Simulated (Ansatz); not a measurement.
System: L1₂ (Cu3Au-type) Ni3Al. Method: HSE06 in Ansatz (PAW).

Settings: plane-wave cutoff 460 eV, 8×8×8 k mesh, Fermi–Dirac smearing 0.05 eV, spin-polarised with parallel moments, scalar-relativistic PAW data made under PBE.

The volume scan:

| V (Å³/atom) | E − E_lowest (meV/atom) | P (GPa) |
|---|---|---|
| 10.543 | 18.39 | 10.78 |
| 10.820 | 4.68 | 5.15 |
| 10.950 | 1.42 | 2.78 |
| 11.097 | 0.00 | 0.30 |
| 11.375 | 3.16 | -3.89 |
| 11.652 | 13.06 | -7.52 |

**Question.** Estimate the bulk modulus from the pressures at 10.950 and 11.375 Å³/atom, and compare it with a fit to all energies.

**Answer.** B = −V dP/dV. Between V = 10.950 and 11.375 Å³/atom, dP/dV = (-3.89 − (2.78))/(11.375 − 10.950) = -15.7 GPa per Å³/atom; at the midpoint 11.162 Å³/atom this gives B ≈ 175 GPa. The third-order Birch–Murnaghan fit gives V0 = 11.118 Å³/atom, B0 = 179 GPa, B′ = 4.9, which lies 2 % above that estimate.

Measured, for comparison: bulk modulus 174 GPa (temperature not stated, no zero-point or thermal correction; as tabulated in Zarkevich et al. (2023), arXiv:2304.06869); equilibrium volume per atom 11.39 Å³/atom (temperature not stated, no zero-point or thermal correction; as tabulated in Tensorial elastic properties and stability of interface states associated with …). Computed less measured: bulk modulus +2.9 %, equilibrium volume per atom -2.4 %. A static lattice is as a rule a little smaller and stiffer than an uncorrected measurement, which can account for part of this in the bulk modulus.

The computed numbers hold no vibrational or temperature effects.

Computing time: around 60 core-minutes (rough).

Ansatz is a first-principles code.
